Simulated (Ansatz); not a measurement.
Start from TiB2 (space group P6/mmm, No. 191).

```
TiB2
1.0
    3.03199     0.00000     0.00000
   -1.51599     2.62578     0.00000
    0.00000     0.00000     3.22435
Ti B
1 2
Direct
  0.00000   0.00000   0.00000
  0.33333   0.66667   0.50000
  0.66667   0.33333   0.50000
```

Cartesian axes are those of the cell as printed.

Calculations: PBE (Ansatz, a quantum-chemistry and plane-wave program, PAW, no spin-orbit coupling).

Perturbation: the cell is scaled by 0.9848 in all directions; the atoms relax in the strained cell.

**Question.** Predict the stress tensor and what it implies for the stiffness.

**Answer.** Stress of the strained cell less that of the base (GPa, compression positive):
```
   13.7     0.0     0.0
    0.0    13.7     0.0
    0.0     0.0    11.1
```

Then B = −ΔP/(ΔV/V₀) with ΔV/V₀ = -0.0449 gives secant stiffness values (nonlinear terms included at this strain): B (at held cell shape, above the free-shape value) ≈ 285 GPa.

As a check, the harmonic strain energy −½ V₀ Δσ:ε is 16 meV/atom; the computed energy rise is 15 meV/atom.

Stability against distortions was not tested. The final runs are not spin-polarised.
